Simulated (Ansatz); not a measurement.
Base system: BaHfO$_{3}$ in the cubic perovskite structure (space group Pm-3m, No. 221; a = 4.1575 Å).

Modification: an isotropic linear strain of −2.20 %; the atoms relax in the strained cell.

Levels (all Ansatz, a quantum-chemistry and plane-wave program, PAW): PBEsol (420 eV, scalar-relativistic without spin-orbit coupling); r2SCAN (500 eV, without spin-orbit coupling); HSE06 (420 eV, no SOC).

One geometry, relaxed with PBEsol, under each level:

```csv
level,band gap,lowest conduction level above the VBM at special points,pressure
PBEsol,3.66 eV,Γ 3.66 eV; X 4.19 eV; R 6.36 eV; M 6.73 eV,13.10 GPa
r2SCAN,4.35 eV,Γ 4.35 eV; X 4.87 eV; R 7.12 eV; M 7.38 eV,16.49 GPa
HSE06,5.35 eV,Γ 5.35 eV; X 5.96 eV; R 8.06 eV,–
```

Single points use the geometry relaxed with PBEsol. Their cutoffs differ, which shifts pressures a little. Spin-orbit coupling, missing from the scalar runs, can matter with Hf. Stability against distortions was not tested.
